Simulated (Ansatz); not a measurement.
System: ZrTiO4 (P2₁2₁2, No. 18, 12 atoms in the cell; start mp-1215197). Method: PBEsol in Ansatz (plane waves, PAW).

Numerical settings: plane-wave cutoff 520 eV, 8×8×6 k mesh (along the axes of the cell as run), Fermi–Dirac smearing 0.01 eV, no spin polarisation, scalar-relativistic PAW data made under PBE.

Cell (relaxed with PBEsol):

```xyz
12
Lattice="4.7259 0.0000 0.0000 0.0000 5.0753 0.0000 0.0000 0.0000 5.6270" Properties=species:S:1:pos:R:3 pbc="T T T"
Zr     0.0000     2.5377     2.3769
Zr     2.3630     0.0000     3.2501
Ti     0.0000     0.0000     0.3915
Ti     2.3630     2.5377     5.2355
O      3.4826     0.8992     4.9246
O      1.2433     4.1762     4.9246
O      1.1197     1.6385     0.7025
O      3.6062     3.4368     0.7025
O      1.3363     1.7236     3.6545
O      3.3897     3.3518     3.6545
O      3.6992     0.8141     1.9725
O      1.0267     4.2612     1.9725
```

Task: Give the computed band gap.

Result: 
- band gap: 2.78 eV

Spin–orbit coupling is not included.

Static lattice: no zero-point or thermal effects.

A start named mp-… is a Materials Project structure, which need not be a measured phase.

Ansatz is an electronic-structure program.
